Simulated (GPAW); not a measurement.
**Sensitivity of a calculation on Sn2Ru (I4/mcm, 6 atoms in the cell) to its settings**

```xyz
6
Lattice="-3.2718 3.2718 2.9154 3.2718 -3.2718 2.9154 3.2718 3.2718 -2.9154" Properties=species:S:1:pos:R:3 pbc="T T T"
Sn     1.0797     4.3515     0.0000
Sn     2.1921     1.0797     0.0000
Sn     2.1921    -1.0797     2.9154
Sn     1.0797     2.1921     2.9154
Ru     0.0000     0.0000     1.4577
Ru     0.0000     0.0000     4.3731
```

Base run A: PBEsol, GPAW PAW datasets PBEsol (made by gpaw-setup) in GPAW, self-consistent single point.

Its settings: mode = pw; ecut = 600 eV; xc = PBEsol; kpts = 8 8 8; mesh shift (steps) = 0 0 0; occupations.name = marzari-vanderbilt; occupations.width = 0.136 eV; nbands = -10; convergence.density = 1e-05 e/electron; symmetry.symmorphic = false; symmetry.tolerance = 0.0005; maxiter = 120.

The starting cell comes from a database of published, mostly measured structures (it also holds non-ambient and calculated ones), without a prior relaxation at this level. Its lattice was rescaled by a random factor within 2.5 % of one. Spin polarisation is off. In the base run, with a pressure of about -9 GPa the cell is away from its equilibrium volume at this level.

ΔF is the free energy per atom less that of run A. A dash stands where there is no value to compare (another energy zero or no entropy term, no result, no spin, no clean gap, or a mesh too coarse for one). Total energies depend on the potentials, the functional and any Hubbard or dispersion term, so they are compared only between runs that share all of them.

```json
[
 {"run": "A", "change": "base", "ΔF (meV/atom)": "0.00", "pressure (GPa)": "-9.05", "largest force (eV/Å)": "0.027", "k-points": "59", "valence electrons": "88"},
 {"run": "B", "change": "dispersion: default → d3 [PBEsol-D3(0)]", "ΔF (meV/atom)": "–", "pressure (GPa)": "-11.72", "largest force (eV/Å)": "0.054", "k-points": "59", "valence electrons": "88"},
 {"run": "C", "change": "kpts_shift: 0 0 0 → 0.5 0.5 0.5", "ΔF (meV/atom)": "-1.63", "pressure (GPa)": "-9.10", "largest force (eV/Å)": "0.003", "k-points": "56", "valence electrons": "88"},
 {"run": "D", "change": "occupations.name: marzari-vanderbilt → methfessel-paxton; occupations.width: 0.136 eV → 0.2 eV; occupations.order: default → 0", "ΔF (meV/atom)": "-8.0", "pressure (GPa)": "-8.95", "largest force (eV/Å)": "0.028", "k-points": "59", "valence electrons": "88"},
 {"run": "E", "change": "occupations.width: 0.136 eV → 0.3 eV", "ΔF (meV/atom)": "3.2", "pressure (GPa)": "-9.11", "largest force (eV/Å)": "0.036", "k-points": "59", "valence electrons": "88"},
 {"run": "F", "change": "2 x 2 x 1 supercell at the zone centre alone; kpts: 8 8 8 → 1 1 1; nbands: -10 → -28", "ΔF (meV/atom)": "148.6", "pressure (GPa)": "-8.55", "largest force (eV/Å)": "0.908", "k-points": "1", "valence electrons": "352"},
 {"run": "G", "change": "kpts: 8 8 8 → 9 9 9; occupations.width: 0.136 eV → 0.1 eV", "ΔF (meV/atom)": "-1.13", "pressure (GPa)": "-9.11", "largest force (eV/Å)": "0.038", "k-points": "75", "valence electrons": "88"},
 {"run": "H", "change": "convergence.bands: default → -4", "ΔF (meV/atom)": "0.00", "pressure (GPa)": "-9.05", "largest force (eV/Å)": "0.027", "k-points": "59", "valence electrons": "88"},
 {"run": "I", "change": "eigensolver: default → {name: rmm-diis, niter: 5}", "ΔF (meV/atom)": "0.00", "pressure (GPa)": "-9.06", "largest force (eV/Å)": "0.025", "k-points": "59", "valence electrons": "88"},
 {"run": "J", "change": "mixer.backend: default → fft", "ΔF (meV/atom)": "0.00", "pressure (GPa)": "-9.06", "largest force (eV/Å)": "0.026", "k-points": "59", "valence electrons": "88"},
 {"run": "K", "change": "xc: PBEsol → vdW-DF2 (libvdwxc); potentials: GPAW PAW datasets PBE (gpaw-data 1.0.1) [vdW-DF2]", "ΔF (meV/atom)": "–", "pressure (GPa)": "8.08", "largest force (eV/Å)": "0.296", "k-points": "59", "valence electrons": "88"}
]
```

Run B against A: The pressure goes from -9.05 to -11.72 GPa and the largest force goes from 0.027 to 0.054 eV/Å.

Run G against A: The free energy goes down by 1.1 meV/atom, the pressure moves little (-9.05 to -9.11 GPa) and the largest force goes from 0.027 to 0.038 eV/Å.
